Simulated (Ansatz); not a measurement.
Functionals compared on CH3 on the 1x1 (0001) surface of hcp Co, ferromagnetic, one in a 2x2 cell, started at the site 'bridge Co-Co (span 2.5 Å)', in Ansatz (plane waves, PAW). The structure was relaxed with PBE; the other rows are single points on it, each with its references at the same level. Cutoff 420 eV.

Slab: 20 atoms, 6.0 Å thick at the start under the adsorbate (thin: gaps and levels are the slab's own); k 7x7x1, smearing 0.1 eV, dipole-corrected; 8 atoms held, the rest relaxed; no symmetry held; spin-polarised, no spin-orbit, no U, no dispersion correction. At the end it is bonded to 3 Co. In PBE it is, or lies within 0.03 eV of, the lowest of the starts that converged. These notes are the PBE run's. Adsorption energies are against CH4(g) − ½ H2(g). A negative adsorption energy means that the adsorbate is more stable on the surface than in its reference.

```json
[
 {"functional": "PBE", "adsorption energy (eV)": "0.53", "work function of the top face (eV)": "3.62", "change of the work function (eV)": "-1.36", "magnetic moment of the cell (μB)": "26.38", "rough cost of the single point": "–"},
 {"functional": "RPBE", "adsorption energy (eV)": "?", "work function of the top face (eV)": "?", "change of the work function (eV)": "?", "magnetic moment of the cell (μB)": "26.61", "rough cost of the single point": "about 16 core-minutes (a rough figure)"}
]
```

**Question.** Complete the blanks.

**Answer.** 
- RPBE, adsorption energy (eV): 0.87
- RPBE, work function of the top face (eV): 3.51
- RPBE, change of the work function (eV): -1.29

Ansatz is an electronic-structure program.
